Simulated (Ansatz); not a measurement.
The starting structures come from a database of crystals and need not be the phases stable at ambient conditions.

The decay constant κ of evanescent states in the gap governs leakage through a thin film.

Given:

```xyz
10
Lattice="6.9998 0.0000 0.0000 3.3233 6.1606 0.0000 0.3532 -3.9665 5.7567" Properties=species:S:1:pos:R:3 pbc="T T T"
Rb     7.1764     0.1054     4.3175
Rb     3.4999     2.0887     1.4392
Rb     6.9998     4.1773     2.8783
Y      0.0000     0.0000     0.0000
F      2.5593     1.5274     4.0074
F      1.1172     0.6667     1.7493
F      4.4405     4.2886     0.0000
F      5.8826     1.8720     0.0000
F      5.4686    -0.9138     1.3262
F      1.8845    -3.0527     4.4304
```

Space group of this cell: I4/mmm. The cell is taken as given; by r2SCAN its mean pressure is -1.4 GPa.

Transport runs along the normal of the first two printed cell vectors, the (101) plane of the conventional cell.

No gap correction and no spin-orbit coupling; mid-gap values are interpolated between computed energies.

**Question.** Compute, with r2SCAN in Ansatz (a first-principles code), the band gap and the smallest decay constant κ at mid-gap.

**Answer.** Gap 5.78 eV on a 6×6×6 mesh; κ = 0.537 1/Å, at the zone centre.
